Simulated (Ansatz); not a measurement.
## AlRu: uniaxial strain ε_zz = +2.00 %

Base system: AlRu in the CsCl type structure (space group Pm-3m, No. 221; a = 2.983 Å; relaxed with 0.1 eV smearing). Axes: x, y, z lie along the cube axes.

It is then changed as follows: the cell is stretched by 2.00 % along z with no lateral relaxation; the atoms relax in the strained cell.

Computed with r2SCAN, PAW, 500 eV (Ansatz, a first-principles code; no spin-orbit coupling). k-mesh 19×19×19 (Γ-centred); smearing 0.1 eV (Fermi–Dirac).

| quantity | base | changed | shift |
|---|---|---|---|
| volume per atom | 13.27 Å³ | 13.54 Å³ | +0.27 Å³ |
| space group | Pm-3m (No. 221) | P4/mmm (No. 123) | – |
| shortest interatomic distance | 2.583 Å | 2.601 Å | +0.0173 Å |
| energy relative to the base (free energy F) | 0 meV/atom | +5.5 meV/atom | +5.5 meV/atom |
| pressure (mean of the normal stresses, compression positive) | 0.0 GPa | -4.1 GPa | -4.1 GPa |
| band gap | zero | zero | – |
| stress (xx, yy, zz, yz, xz, xy; compression positive) | – | (-3.0, -3.0, -6.5, 0.0, 0.0, 0.0) GPa | – |

Cost of the whole job for the changed cell (relaxation, final SCF and bands): around 30 core-seconds (rough).

No phonon test of stability was made. The final runs are not spin-polarised.
